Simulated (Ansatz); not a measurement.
# GaAs under load (space group I-4m2): band-edge transport data

Given:

```
GaAs
1.0
    0.00000     2.81125     2.85193
    2.81125     0.00000     2.85193
    2.81125     2.81125     0.00000
Ga As
1 1
Direct
  0.00000   0.00000   0.00000
  0.25000   0.25000   0.25000
```

Calculation: r2SCAN with spin-orbit coupling, rigid bands (plane waves, PAW; Ansatz, a first-principles code). Condition of this run: biaxial stress xx = yy = 1 GPa (compression positive) (the target of the relaxation). Cell: cell and atoms relaxed with r2SCAN, then loaded as said.

```yaml
band_gap: 0.90 eV
electron conductivity mass (300 K, dilute): 0.060 (x), 0.060 (y), 0.063 (z) mₑ
hole conductivity mass (300 K, dilute): 0.35 (x), 0.35 (y), 0.44 (z) mₑ
effective density of states N_c (300 K): 3.5e17 cm⁻³
effective density of states N_v (300 K): 5.5e18 cm⁻³
density_of_states_mass_electrons: 0.058 mₑ
density_of_states_mass_holes: 0.36 mₑ
Seebeck coefficient, n-type 1e19 cm⁻³, 300 K: -51 μV/K
Seebeck coefficient, p-type 1e19 cm⁻³, 300 K: 234 μV/K
```

Rigid bands; masses and Seebeck coefficients take one relaxation time τ for all states and one kind of carrier; polarons and phonon drag are left out.
